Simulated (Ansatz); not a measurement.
**AlRu under a change: isotropic strain +2.00 %**

Base system: AlRu in the CsCl type structure (space group Pm-3m, No. 221; a = 2.9545 Å; relaxed with 0.1 eV smearing).

Now apply this change: every lattice vector is stretched by 2.00 %, atoms relaxed at fixed cell.

Level of theory: LDA, PAW, 420 eV (Ansatz, a program for electronic structure; no SOC). Settings: 19×19×19 k-points, 0.1 eV Fermi–Dirac smearing.

The volume per atom goes up by 0.789 Å³ to 13.68 Å³ and the space group remains Pm-3m (No. 221). The shortest interatomic distance increases by 0.051 Å (2.559 Å → 2.610 Å) and the energy rises by 31 meV/atom. The pressure goes from zero to -12.0 GPa and the band gap stays zero.

Final structure:

```
AlRu
1.0
    3.01361     0.00000     0.00000
    0.00000     3.01361     0.00000
    0.00000     0.00000     3.01361
Al Ru
1 1
Direct
  0.50000   0.50000   0.50000
  0.00000   0.00000   0.00000
```

Cost of the whole job for the changed cell (relaxation, final SCF and bands): about 14 core-seconds (a rough figure).

Whether these cells are dynamically stable was not tested. All final runs are without spin polarisation.
